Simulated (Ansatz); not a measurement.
Na in the hcp (Mg type) structure (space group P6_3/mmc, No. 194)

```yaml
crystal:
  lattice:
    - [3.71812, 0.00000, 0.00000]
    - [-1.85906, 3.21999, 0.00000]
    - [0.00000, 0.00000, 6.07516]
  atoms:
    - { symbol: Na, position: [0.33333, 0.66667, 0.25000] }
    - { symbol: Na, position: [0.66667, 0.33333, 0.75000] }
```

Calculations: PBEsol (Ansatz, a quantum-chemistry and plane-wave program), spin-orbit coupling left out. k-mesh 14×14×8 (Γ-centred); smearing 0.05 eV (Fermi–Dirac).

| Quantity | Value |
|---|---|
| Volume per atom | 36.37 Å³ |
| Density | 1.05 g/cm³ |
| Band gap | zero |
| Total energy | -1475.870 eV/atom (σ→0; compares only within this code and set-up) |

Stability against distortions was not tested. This is not the structure that Na has at room temperature and ambient pressure.
